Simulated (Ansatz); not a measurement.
**C: pressure series**

Base system: C in the graphite type structure (space group P6_3/mmc, No. 194; a = 2.455 Å, c = 6.671 Å; layered, stacked along the Cartesian z axis).

Cell and atoms are relaxed at each pressure.

Method: r2SCAN+rVV10 (Ansatz, an electronic-structure program, PAW, no spin-orbit coupling), earlier PAW set.

```csv
pressure (GPa),volume per atom (Å³/atom)
-2,9.457
-1,8.974
0,8.706
0.3,8.641
0.7,?
1.5,8.426
5,8.000
7.5,7.784
10,7.607
```

**Question.** Fit the third-order Birch–Murnaghan form P(V) = (3B₀/2)[(V₀/V)^(7/3) − (V₀/V)^(5/3)]·[1 + (3/4)(B₀′ − 4)((V₀/V)^(2/3) − 1)] (squares taken in P) to the rows shown and predict the withheld row.

**Answer.** Least squares on the printed values gives V₀ = 8.707 Å³/atom, B₀ = 38.8 GPa, B₀′ = 10.5; this predicts 8.564 Å³/atom, and the run gives 8.563 Å³/atom, in agreement.

Measured bulk modulus of C: 33.8 GPa (room temperature; as listed in Wengen Ouyang et al., Journal of Chemical Theory and Computation (2019)); the computed value is for a static lattice, so the two differ by thermal effects too.

A case with no gap was solved on a k-mesh chosen for an insulator, which is coarse for it. Load acts through the strain it causes; cell and atoms are relaxed under it. Stability against distortions was not tested. No other phases were tried under pressure.
